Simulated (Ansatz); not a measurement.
GaP (F-43m), Ansatz (a program for electronic structure) with PBE, rigid bands. Condition of this run: functional PBE, cell relaxed with it. Band gap 1.58 eV, N_c = 2.01e19 cm⁻³ and N_v = 4.70e19 cm⁻³ at 300 K, conductivity masses of 0.209 mₑ (electrons) and 0.437 mₑ (holes). Take k_BT = 0.02585 eV.

Task: What built-in voltage has an abrupt junction with N_A = 1e17 and N_D = 1e17 cm⁻³, all dopants ionised?

Result: V_bi = E_g/e − (k_BT/e) ln(N_c N_v/(N_A N_D)) = 1.58 − 0.02585 × 11.46 = 1.28 V, for the computed gap.

Task: Find the intrinsic carrier density and the intrinsic Fermi level.

Result: n_i = √(N_c N_v) exp(−E_g/2k_BT) = 3.07e19 × exp(−30.56) = 1.6e6 cm⁻³. The level lies (k_BT/2) ln(N_v/N_c) = 11 meV from mid-gap (positive towards the conduction band). Each 0.1 eV added to the gap lowers n_i by a factor of 6.9.

Task: A film of it is 3 nm thick. Estimate the confinement energies in an infinite well.

Result: ħ²π²/(2m t²) = 0.376 eV·nm²/(m/mₑ × t²) gives 200 meV for electrons and 95.6 meV for holes, so the gap would widen to about 1.88 eV. Finite barriers and nonparabolic bands lower this, and with several valleys or bands the heaviest mass along the normal sets the lowest level, not this average.

Rigid bands with the computed gap; masses take one relaxation time for all states. Spin-orbit coupling is left out; where it splits the top of the valence band, N_v and the p-type Seebeck coefficient come out somewhat high without it.
